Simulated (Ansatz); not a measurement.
The parent structure is BP in the zinc blende structure (space group F-43m, No. 216).

```xyz
2
Lattice="0.0000 2.2742 2.2742 2.2742 0.0000 2.2742 2.2742 2.2742 0.0000" Properties=species:S:1:pos:R:3 pbc="T T T"
B      0.0000     0.0000     0.0000
P      1.1371     1.1371     1.1371
```

Level of theory: Kohn–Sham DFT with the PBE functional, run in Ansatz (a program for electronic structure) with PAW and 420 eV plane waves, without spin-orbit coupling.

Before the change:

| Item | Value |
|---|---|
| Pressure | 0.01 GPa |
| Band gap | 1.25 eV |

One thing is altered: the cell is scaled by 0.9850 in all directions, atoms relaxed at fixed cell.

Problem. What does the calculation give for the pressure and band gap after the change?

Solution. The pressure increases by 8.005 GPa to 8.01 GPa; the band gap falls by 0.07 eV (1.25 eV → 1.18 eV).

The cells carry an imposed strain or load. Whether these cells are dynamically stable was not tested.
